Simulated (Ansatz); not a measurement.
**Ir: response to strain**

Start from Ir in the fcc (Cu type) structure (space group Fm-3m, No. 225; a = 3.8309 Å; relaxed with 0.1 eV smearing). Axes: x, y, z lie along the cube axes.

Strains are applied to the cell and any free atomic positions relax; under stress the whole cell relaxes.

The values are results of PBEsol, PAW, 420 eV (Ansatz, a first-principles code; scalar-relativistic without spin-orbit coupling), earlier PAW set, not measurements.

Candidates:
(a) tensor shear ε_xz = +0.53 %
(b) uniaxial stress, 8 GPa tension along x
(c) uniaxial strain ε_xx = +5.96 %
(d) uniaxial strain ε_zz = +3.58 %
(e) uniaxial strain ε_xx = −4.46 %

Notes on the quantities. energy relative to the base: free energy F.

### Question
Order them by energy relative to the base, lowest first.

### Answer
(a) tensor shear ε_xz = +0.53 % (+1.4 meV/atom), (b) uniaxial stress, 8 GPa tension along x (+5.8 meV/atom), (d) uniaxial strain ε_zz = +3.58 % (+33 meV/atom), (e) uniaxial strain ε_xx = −4.46 % (+62 meV/atom), (c) uniaxial strain ε_xx = +5.96 % (+88 meV/atom)…

Stability under load was not tested beyond the relaxation. The final runs are not spin-polarised.
